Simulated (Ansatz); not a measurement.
A computed series for hypothetical simple cubic Cr: pressure series

The parent structure is Cr in the simple cubic structure (space group Pm-3m, No. 221; a = 2.3086 Å; non-magnetic; a hypothetical phase, not in the database extracts checked).

Cell and atoms are relaxed at each pressure.

Method: PBEsol/PAW in Ansatz (a quantum-chemistry and plane-wave program), no SOC.

Two rows of this table had their results exchanged by mistake.

| pressure | volume per atom (Å³) | shortest distance (Å) | band gap |
|---|---|---|---|
| pressure −2 GPa | 12.42 | 2.316 | zero |
| pressure −1 GPa | 12.03 | 2.291 | zero |
| pressure 0.3 GPa | 12.29 | 2.308 | zero |
| pressure 0.7 GPa | 12.26 | 2.306 | zero |
| pressure 1.5 GPa | 12.22 | 2.303 | zero |
| pressure 3 GPa | 12.13 | 2.298 | zero |
| pressure 5 GPa | 12.36 | 2.312 | zero |
| pressure 7.5 GPa | 11.90 | 2.283 | zero |
| pressure 10 GPa | 11.78 | 2.275 | zero |

Task: Which two?

Result: The rows for pressure −1 GPa and pressure 5 GPa: the volume has to fall steadily with pressure, so 12.36 Å³ belongs to pressure −1 GPa and 12.03 Å³ to pressure 5 GPa.

Load acts through the strain it causes; cell and atoms are relaxed under it. Stability against distortions was not tested. No other phases were tried under pressure. Seeded moments were not kept for the base. The final runs are not spin-polarised. Cr has a high density of states at the Fermi level and may be magnetic at this level.
